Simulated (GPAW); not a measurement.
GPAW run on PbO2 (P4_2/mnm, 6 atoms in the cell): self-consistent single point.

Level of theory: PBEsol, GPAW PAW datasets PBEsol (made by gpaw-setup) (plane waves; GPAW).

```
CELL_PARAMETERS angstrom
      4.88807     0.00000     0.00000
      0.00000     4.88807     0.00000
      0.00000     0.00000     3.33605
ATOMIC_POSITIONS crystal
  Pb 0.00000 0.00000 0.00000
  Pb 0.50000 0.50000 0.50000
  O  0.30743 0.30743 0.00000
  O  0.69257 0.69257 0.00000
  O  0.19257 0.80743 0.50000
  O  0.80743 0.19257 0.50000
```

Reference input (self-consistent single point, DFT PBE, plane waves, GPAW PAW datasets PBE (gpaw-data 1.0.1)): mode = pw; ecut = 950 eV; xc = PBE; kpts = 6 6 8; mesh shift (steps) = 0 0 0; occupations.name = methfessel-paxton; occupations.width = 0.136 eV; occupations.order = 0; nbands = -10; convergence.density = 1e-05 e/electron; symmetry.symmorphic = false; symmetry.tolerance = 0.0005. This run's input differs from it in these lines:

```diff
@@ -17,3 +17,3 @@
 calc = GPAW(mode=PW(950),
-            xc='PBE',
+            xc='PBEsol',
             kpts={'size': (6, 6, 8), 'gamma': True},
```

Its files differ too (potentials: GPAW PAW datasets PBEsol (made by gpaw-setup)).

Log, with long lists cut:

```
     iter     time        total  log10-change:
                         energy   eigst   dens
iter:   1 --:--:--   -40.676486
iter:   2 --:--:--   -39.276250   -0.70  -0.91
iter:   3 --:--:--   -35.680460   -0.48  -0.96
iter:   4 --:--:--   -35.905912   -0.67  -1.32
iter:   5 --:--:--   -35.562371   -1.86  -1.52
iter:   6 --:--:--   -35.569759   -3.39  -2.12
iter:   7 --:--:--   -35.569926c  -4.20  -2.50
iter:   8 --:--:--   -35.566958c  -3.15  -2.51
iter:   9 --:--:--   -35.566592c  -5.13  -3.05
iter:  10 --:--:--   -35.566874c  -4.78  -3.51
iter:  11 --:--:--   -35.566617c  -4.88  -3.19
iter:  12 --:--:--   -35.566619c  -5.73  -3.95
iter:  13 --:--:--   -35.566619c  -6.94  -4.43
iter:  14 --:--:--   -35.566617c  -7.52c -4.47
iter:  15 --:--:--   -35.566617c  -8.78c -4.48
iter:  16 --:--:--   -35.566616c  -7.10  -4.51
iter:  17 --:--:--   -35.566616c  -7.77c -4.76
iter:  18 --:--:--   -35.566616c  -8.87c -4.92
iter:  19 --:--:--   -35.566616c  -9.38c -5.10c
Converged after 19 iterations.

Dipole moment: (0.000000, -0.000000, 0.000009) |e|*Ang

Energy contributions relative to reference atoms: (reference = -1142381.856267)

Kinetic:        +87.519188
Potential:      -77.538956
External:        +0.000000
XC:             -45.736755
Entropy (-ST):   -0.001258
Local:           +0.190535
SIC:             +0.000000
--------------------------
Free energy:    -35.567245
Extrapolated:   -35.566616

Showing only first 2 kpts
 Kpt  Band  Eigenvalues  Occupancy
  0    24      5.03334    2.00000
  0    25      5.17348    2.00000
  0    26      5.61739    1.25899
  0    27     10.37466    0.00000

  1    24      5.00810    2.00000
  1    25      5.50180    1.87460
  1    26      6.21202    0.00000
  1    27     10.51018    0.00000

Fermi level: 5.64917

No gap
   [... lines left out ...]
  0 Pb    0.00000    0.00000    0.00000
  1 Pb    0.00000    0.00000    0.00000
  2 O    -0.09257   -0.09257    0.00000
  3 O     0.09257    0.09257    0.00000
  4 O     0.09257   -0.09257    0.00000
  5 O    -0.09257    0.09257    0.00000

Stress tensor:
    -0.053538     0.000000     0.000000
     0.000000    -0.053538     0.000000
     0.000000     0.000000    -0.071802
Stress (GPa, Voigt): [ -8.5777  -8.5777 -11.5039   0.       0.       0.    ]
```

The run converged in 19 iterations. GPAW prints stress with tension positive. Against the reference run the largest force goes from 0.192 to 0.131 eV/Å.

At such cutoffs GPAW's stress carries a finite-basis (Pulay) error, which enters relaxed cells too; its log prints stress with tension positive.

The starting cell comes from a database of computed structures (which also holds hypothetical and non-ambient phases and stackings), without a prior relaxation at this level. Its lattice was rescaled by a random factor within 2.5 % of one. The run gives no clean gap (levels at the Fermi energy touch, overlap or are partly filled at this smearing), which alone does not show that the compound is a metal.

Cost on one core of a shared machine: roughly 3 min.
